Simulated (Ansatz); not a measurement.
Data:

```xyz
2
Lattice="0.0000 1.8366 1.8366 1.8366 0.0000 1.8366 1.8366 1.8366 0.0000" Properties=species:S:1:pos:R:3 pbc="T T T"
C      1.8366     1.8366     1.8366
C      2.7549     2.7549     2.7549
```

No spin polarisation.

Calculations: r2SCAN, PAW, 500 eV (Ansatz, an electronic-structure program; no spin-orbit coupling), earlier PAW set. Settings: 16×16×16 k-points, 0.05 eV Fermi–Dirac smearing.

Question: What is the computed band gap?

Answer: 4.15 eV.

Question: What pressure does the calculation give?

Answer: -35.41 GPa.

The cells carry an imposed strain or load. No phonon test of stability was made. The cell was made from C in the diamond structure (space group Fd-3m, No. 227) by this change: isotropic strain +3.17 %.
